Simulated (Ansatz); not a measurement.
Fluorite HfO₂ (high-temperature phase), treated with LC-ωPBE (PAW; Ansatz, a first-principles code).

Run with plane-wave cutoff 460 eV, 8×8×8 k mesh, Fermi–Dirac smearing 0.01 eV, scalar-relativistic PAW data made under PBE.

Response to compression and expansion:

| V (Å³/atom) | P (GPa) | direct gap at Γ (eV) | smallest gap on the k mesh (eV) |
|---|---|---|---|
| 10.208 | 16.02 | 12.067 | 11.063 |
| 10.477 | 7.50 | 11.994 | 10.982 |
| 10.744 | 0.03 | 11.919 | 10.902 |
| 11.014 | -6.60 | 11.842 | 10.822 |
| 11.283 | -12.42 | 11.764 | 10.743 |

The fundamental gap (10.90 eV at the equilibrium volume, on the SCF mesh) lies elsewhere than Γ–Γ.

Note: symmetry holds this phase in the static calculation, where it need not be a minimum; held by symmetry at 0 K, a high-temperature phase can be a saddle point.

Spin–orbit coupling is not included.
